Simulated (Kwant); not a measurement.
Model system: quantum point contact (saddle potential) in a Si two-dimensional gas. Effective mass 0.19 mₑ, grid spacing 3.3 nm, hard walls, nominal width 100 nm (31 grid rows, so walls 105.6 nm apart), one parabolic valley, scattering region 300 nm long along x; energies count from the band bottom; Fermi energy 0.00855 eV. Potential (V0 + ½k y²) cos²(πx/L) for |x| < L/2, with V0 swept from 0.0089775 to 0 eV, k = 2.6e-05 eV/nm², L = 140 nm.

Constants are typed, rounded textbook-type inputs, not results; the design itself was drawn at random and stands for no fabricated device.

Model: effective-mass tight-binding model on a square grid, one spin, coherent transport at 0 K (Kwant). Conductance is in e²/h.

**Question.** Compare with the saddle-point formula G = Σ 1/(1 + exp(−2π(E − V0 − ħωy(n + ½))/ħωx)), taking ħωy = ħ√(k/m) and ħωx from the curvature along x of V0 plus half of the mode's confinement energy.

**Answer.** ħωy = 3.23 meV; at V0 = 7.29 meV the lowest mode has ħωx = 1.81 meV.

```tsv
V0 (meV)	formula	simulation
8.46	0.0071	0.0069
7.29	0.23	0.24
6.12	0.96	0.96
4.94	1.01	1.01
3.77	1.43	1.48
2.60	1.99	1.99
```

The formula takes a parabolic saddle in the continuum; the run has the full potential on a grid.
